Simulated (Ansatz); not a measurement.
An ideal cubic perovskite cell is held by its symmetry; such compounds can tilt or shift off centre at room temperature. The starting structures come from a database of crystals and need not be the phases stable at ambient conditions.

Evanescent states of Li$_{3}$BrO (Pm-3m, anti-perovskite, not sure to be the ambient phase, 5 atoms a cell, 12.3 Å³ an atom) along the normal of (001)

Computed with PBEsol (plane waves, PAW; Ansatz, a quantum-chemistry and plane-wave program).

The gap is the functional's own. No spin-orbit coupling. Mid-gap values are interpolated on the energy grid.

Energies count from the valence-band top; κ is the least over a 8×8 mesh across the current.

| E (eV) | κ (1/Å) | where |
|---|---|---|
| 0.10 | 0.141 | off Γ |
| 0.30 | 0.236 | off Γ |
| 0.50 | 0.295 | off Γ |
| 0.70 | 0.319 | off Γ |
| 0.90 | 0.319 | off Γ |
| 1.10 | ? | off Γ |
| 1.30 | ? | off Γ |
| 1.50 | ? | off Γ |
| 1.70 | ? | off Γ |
| 1.90 | ? | off Γ |
| 2.10 | ? | off Γ |
| 2.30 | ? | off Γ |
| 2.50 | ? | off Γ |
| 2.70 | ? | off Γ |
| 2.90 | ? | off Γ |
| 3.10 | 0.236 | off Γ |
| 3.30 | ? | off Γ |
| 3.50 | 0.199 | off Γ |
| 3.70 | 0.175 | off Γ |
| 3.90 | 0.145 | off Γ |
| 4.10 | 0.105 | off Γ |
| 4.30 | 0.020 | off Γ |

Task: Some entries are withheld; supply them.

Result: 
- 1.10, κ (1/Å): 0.318
- 1.30, κ (1/Å): 0.316
- 1.50, κ (1/Å): 0.312
- 1.70, κ (1/Å): 0.307
- 1.90, κ (1/Å): 0.301
- 2.10, κ (1/Å): 0.294
- 2.30, κ (1/Å): 0.286
- 2.50, κ (1/Å): 0.276
- 2.70, κ (1/Å): 0.264
- 2.90, κ (1/Å): 0.251
- 3.30, κ (1/Å): 0.219
